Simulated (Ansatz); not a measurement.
**What pressure 22.5 GPa does to Mo**

Base system: Mo in the bcc (W type) structure (space group Im-3m, No. 229; a = 3.130 Å).

The change: a hydrostatic pressure of 22.5 GPa.

Calculations: PBEsol/PAW in Ansatz (an electronic-structure program), spin-orbit coupling left out. Γ-centred 21×21×21 mesh, Fermi–Dirac width 0.05 eV.

```csv
quantity,base,changed,shift
volume per atom,15.33 Å³,14.30 Å³,-1.03 Å³
density,10.40 g/cm³,11.14 g/cm³,+0.746 g/cm³
lattice parameter a,3.130 Å,3.058 Å,-0.0715 Å
band gap,zero,zero,–
```

Load acts through the strain it causes; cell and atoms are relaxed under it. Whether these cells are dynamically stable was not tested. No other phases were tried under pressure. The final runs are not spin-polarised.
